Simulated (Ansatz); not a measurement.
## Point defect As_N in wurtzite AlN

These are PBE, PAW (plane waves to 420 eV; Ansatz, an electronic-structure program) values and carry that method's errors. Cell: 96 sites, 3×2×2; final energies on a 2×2×2 shifted mesh. Site at the start: the N site. Charged cells carry a point-charge image correction with potential alignment at far atoms. Dielectric constants: PBE linear response of the host. Host gap at this level: 4.03 eV. These values are not converged in cell size to better than tenths of an eV. Levels are measured in PBE's own, too narrow, gap. Spin–orbit coupling is left out. Each state is the lowest found from its start.

Formation energies E_f are given with the Fermi level at the valence-band maximum. Chemical conditions: Al-rich (Δμ(N) = -2.74 eV, Δμ(As) = -0.97 eV, bounded by zinc-blende AlAs; only phases computed here count, gases as isolated molecules at 0 K). Reference phases: As: rhombohedral As, N: N2 molecule in a box.

| charge | moment (μB) | largest move off a lattice site (Å) | image correction with alignment (eV) | E_f, Al-rich (eV) |
|---|---|---|---|---|
| +1 | 1.0 | 0.57 | 0.38 | 2.96 |
| 0 | not spin-polarised | 0.43 | 0.00 | 3.50 |
| −1* | 1.0 | 0.50 | – | – |

* At this level the carrier isn't localised at the defect: at charge −1 electrons occupy the conduction band. Such a state is shallow or no state of the defect, and this cell gives it no level.

Transition levels above the valence-band maximum: ε(+1/0) = 0.55 eV. On the lower envelope of the bound states, inside the gap: (+1/0) at 0.55 eV.

Flagged in the runs: a host whose relaxation on this sampling wasn't shown to rest, a strain field that reaches the edge of the cell.
